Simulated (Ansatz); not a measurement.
# How far to go with the k-point mesh: MoS₂ (R3m, 3 atoms in the cell)

```yaml
crystal:
  lattice:
    - [1.60011, 0.92382, 6.51451]
    - [-1.60011, 0.92382, 6.51451]
    - [0.00000, -1.84765, 6.51451]
  atoms:
    - { symbol: Mo, position: [0.00234, 0.00234, 0.00234] }
    - { symbol: S, position: [0.41294, 0.41294, 0.41294] }
    - { symbol: S, position: [0.25330, 0.25330, 0.25330] }
```

Computed with PBE (plane waves, PAW; Ansatz, a first-principles code).

Base settings: basis.ecutwfc = 30.9 Ry; kpoints.mp_grid.grid = 9 9 9; hamiltonian.xc = pbe; hamiltonian.pseudopotentials = {kind: paw} (the program's default PAW files); scf.occupations.method = fermi_dirac; scf.occupations.width = 0.0007 Ry.

The second cell is the first with its lattice scaled by 0.98.

Only quantities that move along the ladder and can be compared are tabulated.

The count of work is k-points × plane waves × bands × iterations; it is no time. Core times come from one kind of shared machine, to one figure; runs under 30 s give none.

The starting cell comes from a database of computed structures (which also holds hypothetical and non-ambient phases and stackings), without a prior relaxation at this level. Its lattice was rescaled by up to half a per cent. One atom was moved a little off its site on purpose. In the base run, forces exceed 1 eV/Å. Ansatz's pressure includes its estimate of the finite-basis (Pulay) stress.

Steps (kpoints.mp_grid.grid): 2 2 2; 3 3 3; 4 4 4; 5 5 5; 6 6 6; 7 7 7; 8 8 8; 9 9 9; 10 10 10; 11 11 11; 13 13 13; 14 14 14; 15 15 15; 17 17 17; 19 19 19; 21 21 21; 23 23 23; 26 26 26.

**Question.** What is the coarsest kpoints.mp_grid.grid that holds the pressure within 0.2 GPa of the last step, with all finer ones?

**Answer.** 5 5 5, at 0.012 of the last step's count of work; the step before is off by 0.34 GPa.

**Question.** What is the coarsest kpoints.mp_grid.grid that holds the forces within 0.02 eV/Å of the last step, with all finer ones?

**Answer.** 5 5 5, at 0.012 of the last step's count of work; the step before is off by 0.029 eV/Å.

**Question.** What is the coarsest kpoints.mp_grid.grid that holds the energy of the compressed cell less the first within 0.2 meV/atom of the last step, with all finer ones?

**Answer.** 5 5 5, at 0.012 of the last step's count of work; the step before is off by 2.7 meV/atom.

```csv
kpoints.mp_grid.grid,free energy less the last step's (meV/atom),energy of the compressed cell less the first (meV/atom),pressure (GPa),largest difference of a force vector from the last step's (eV/Å),count of work / last,core time / last (rough)
2 2 2,277.01,43.60,1.63,0.613,0.0024,–
3 3 3,-6.74,25.54,-0.70,0.173,0.0036,–
4 4 4,-17.78,24.60,-0.83,0.029,0.0079,–
5 5 5,0.23,27.43,-0.46,0.006,0.012,–
6 6 6,0.25,27.31,-0.48,0.006,0.019,–
7 7 7,-0.12,27.28,-0.48,0.001,0.027,–
8 8 8,0.07,27.31,-0.48,0.000,0.039,–
9 9 9,0.03,27.30,-0.48,0.000,0.051,–
10 10 10,-0.01,27.29,-0.48,0.000,0.070,–
11 11 11,0.00,27.30,-0.48,0.000,0.088,–
13 13 13,0.00,27.30,-0.48,0.000,0.14,–
14 14 14,0.00,27.30,-0.48,0.000,0.17,–
15 15 15,0.00,27.30,-0.48,0.000,0.21,0.2
17 17 17,0.00,27.30,-0.48,0.000,0.30,0.3
19 19 19,0.00,27.30,-0.48,0.000,0.41,0.4
21 21 21,0.00,27.30,-0.48,0.000,0.54,0.5
23 23 23,0.00,27.30,-0.48,0.000,0.70,0.7
26 26 26,0.00,27.30,-0.48,0.000,1.0,1
```

Keys are those of Ansatz 0.2.
